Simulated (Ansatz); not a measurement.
```
TlBr
1.0
    3.97980     0.00000     0.00000
    0.00000     3.97980     0.00000
    0.00000     0.00000     3.97980
Tl Br
1 1
Direct
  0.00000   0.00000   0.00000
  0.50000   0.50000   0.50000
```

Calculation: PBE+D3BJ with spin-orbit coupling, rigid bands (plane waves, PAW; Ansatz, a program for electronic structure). Condition of this run: functional PBE, cell relaxed with it. Geometry: cell and atoms relaxed with PBE+d3bj.

What conductivity effective mass do dilute holes have at 300 K?

0.43 mₑ.

Predict the electron conductivity mass (n e² τ/σ) at 300 K, by direction if it differs.

0.32 mₑ.

And the band gap?

1.25 eV at this level; semilocal functionals usually fall short of the measured gap.

Rigid bands, one relaxation time for all states, no polarons. Geometry: cell and atoms relaxed with PBE+D3(BJ).
